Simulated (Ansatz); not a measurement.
System: CsCl-type AuZn (cubic form, which distorts at low temperature). Method: r²SCAN (plane waves, PAW; Ansatz, an electronic-structure program).

Settings: plane-wave cutoff 600 eV, 12×12×12 k mesh, Fermi–Dirac smearing 0.1 eV, finite displacements, scalar-relativistic PAW data made under PBE.

Computed at the level's own relaxed cell.

```cif
data_AuZn
_chemical_formula_sum 'Zn1 Au1'
_space_group_name_H-M_alt 'Pm-3m'
_space_group_IT_number 221
_space_group_name_Hall '-P 4 2 3'
_cell_length_a 3.14885
_cell_length_b 3.14885
_cell_length_c 3.14885
_cell_angle_alpha 90.000
_cell_angle_beta 90.000
_cell_angle_gamma 90.000
loop_
_atom_site_label
_atom_site_type_symbol
_atom_site_symmetry_multiplicity
_atom_site_Wyckoff_symbol
_atom_site_fract_x
_atom_site_fract_y
_atom_site_fract_z
_atom_site_occupancy
Zn1 Zn 1 b 0.50000 0.50000 0.50000 1
Au1 Au 1 a 0.00000 0.00000 0.00000 1
```

Harmonic phonon frequencies (cm⁻¹; i marks an imaginary mode):

```
q point           frequencies
-------  --------------------
Γ                           …
X                           …
M        19 19 57 122 170 170
```

Q: Fill in the missing entries.

A: 
- Γ, frequencies: 0 0 0 136 136 136
- X, frequencies: 52 52 99 121 121 157

No imaginary mode appears at these points.

Note: symmetry holds this phase in the static calculation, where it need not be a minimum.
